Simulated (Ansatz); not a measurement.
Consider Ge in the diamond structure (space group Fd-3m, No. 227).

```
Ge
1.0
    0.00000     2.83720     2.83720
    2.83720     0.00000     2.83720
    2.83720     2.83720     0.00000
Ge
2
Direct
  0.00000   0.00000   0.00000
  0.25000   0.25000   0.25000
```

Cartesian axes are those of the cell as printed.

Method: r2SCAN, PAW, 500 eV (Ansatz, a quantum-chemistry and plane-wave program; no spin-orbit coupling).

Strains are applied to the cell and any free atomic positions relax; under biaxial strain the out-of-plane vector relaxes too.

One change was made to it. Results:

The pressure (mean of the normal stresses, compression positive) goes from zero to -2.5 GPa; the band gap becomes zero (base: 0.36 eV); the energy increases by 14 meV/atom; the volume per atom goes up by 0.96 Å³, from 22.84 Å³ to 23.80 Å³.

Which of these changes matches the shifts?
A. biaxial strain +2.50 %, plane normal [111], relaxed out of plane
B. biaxial strain +1.25 %, plane normal [111], relaxed out of plane
C. biaxial strain +2.08 %, plane normal [111], relaxed out of plane
D. biaxial strain +0.83 %, plane normal [111], relaxed out of plane

A, biaxial strain +2.50 %, plane normal [111], relaxed out of plane. For comparison, the energy relative to the base in the other runs: biaxial strain +1.25 %, plane normal [111], relaxed out of plane gives +3.8 meV/atom; biaxial strain +0.83 %, plane normal [111], relaxed out of plane gives +1.7 meV/atom; biaxial strain +2.08 %, plane normal [111], relaxed out of plane gives +10 meV/atom.

The mesh was chosen for an insulator and is coarse for the gapless case. No phonon test of stability was made. The real Ge has an indirect gap at ambient pressure; r2SCAN orders its close-lying valleys differently. The zero or small gap of Ge under biaxial strain +2.50 %, plane normal [111], relaxed out of plane, Ge under biaxial strain +1.25 %, plane normal [111], relaxed out of plane, Ge under biaxial strain +0.83 %, plane normal [111], relaxed out of plane and Ge under biaxial strain +2.08 %, plane normal [111], relaxed out of plane can change with the level of theory.
